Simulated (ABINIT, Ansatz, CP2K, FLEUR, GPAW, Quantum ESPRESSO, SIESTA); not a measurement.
# Y3SiS2 (Immm, 6 atoms in the cell) computed with different codes at matched settings

Self-consistent single point.

```
CELL_PARAMETERS angstrom
     -2.03999     2.86922     6.11682
      2.03999    -2.86922     6.11682
      2.03999     2.86922    -6.11682
ATOMIC_POSITIONS crystal
  Y  0.83579 0.33579 0.50000
  Y  0.16421 0.66421 0.50000
  Y  0.50000 0.00000 0.50000
  Si 0.00000 0.00000 0.00000
  S  0.66743 0.66743 0.00000
  S  0.33257 0.33257 0.00000
```

All programs got the same cell, k-point mesh and kind of occupations (in Ansatz's words: kpoints.mp_grid.grid = 5 5 5; scf.occupations.method = gaussian; scf.occupations.width = 0.1 eV); potentials, basis and cutoffs are each program's usual ones.

```csv
code,model,pressure (GPa),largest force (eV/Å),k-points,cutoff
ABINIT,"PBEsol, PAW (JTH v2.0 PBE PAW, files made for PBE)",-6.95,0.018,27,42 Ry
GPAW,"PBEsol, GPAW PAW datasets PBEsol (made by gpaw-setup)",-7.09,0.018,27,550 eV
Ansatz,"PBEsol, PAW files made with PBE",-6.90,0.017,27,default
SIESTA,"GGA PBEsol, numerical atomic orbitals DZP, PseudoDojo PBEsol standard norm-conserving potentials (rewritten from UPF to PSML)",-7.44,0.093,63,grid 300 Ry
CP2K,"PBEsol, GPW, DZVP-MOLOPT-SR-GTH basis, GTH-PBE potentials (GTH_POTENTIALS)",-6.74,0.021,63,grid 500 Ry
FLEUR,"PBEsol, all-electron FLAPW (FLEUR), scalar-relativistic valence",–,0.028,27,Kmax 4.2 1/bohr
Quantum ESPRESSO,"PBEsol, GBRV 1.5 ultrasoft (PBESOL) pseudopotentials",-6.99,0.021,27,40 Ry
```

Size of the force on each atom (eV/Å): Sizes of forces hide their directions.

```
code                 Y1     Y2     Y3    Si4     S5     S6
----------------  -----  -----  -----  -----  -----  -----
ABINIT            0.018  0.018  0.000  0.000  0.014  0.014
GPAW              0.016  0.016  0.000  0.000  0.018  0.018
Ansatz            0.017  0.017  0.000  0.000  0.016  0.016
SIESTA            0.093  0.093  0.000  0.000  0.020  0.020
CP2K              0.021  0.021  0.000  0.000  0.012  0.012
FLEUR             0.028  0.028  0.000  0.000  0.017  0.017
Quantum ESPRESSO  0.021  0.021  0.000  0.000  0.016  0.016
```

A dash marks a value that a program does not give, or that is left out as unsure.

The spread over the programs that give each value: pressure within 0.70 GPa; largest force within 0.076 eV/Å.

The starting cell comes from a database of computed structures (which also holds hypothetical and non-ambient phases and stackings), without a prior relaxation at this level. Its lattice was rescaled by a random factor within 2.5 % of one. On Ansatz's run: In the base run, with a pressure of about -7 GPa the cell is away from its equilibrium volume at this level.

### Question
Why do the programs differ, and what cannot be compared?

### Answer
Differences of this kind can come from the potentials, where these differ, and from what each basis and cutoff leave unconverged. The zero of total energies and Fermi levels follows the potentials and each program's conventions, so they are not compared here. SIESTA and CP2K use small atom-centred bases, whose incompleteness enters pressures, forces and empty levels differently from a plane-wave cutoff. FLEUR treats all electrons, but the usual bases taken here (sphere radii, linearisation, local orbitals, empty states) were not tested for convergence, so the values are no reference for the others. Ansatz's pressure is given at a fixed set of plane waves, as the other plane-wave codes print theirs. The programs reduce the same mesh by symmetry to different extents, which changes the work and not the result.

Left out of this page: Elk (not drawn, or without a comparable value).

Ansatz is a program for electronic structure.

Keys are those of Ansatz 0.2.
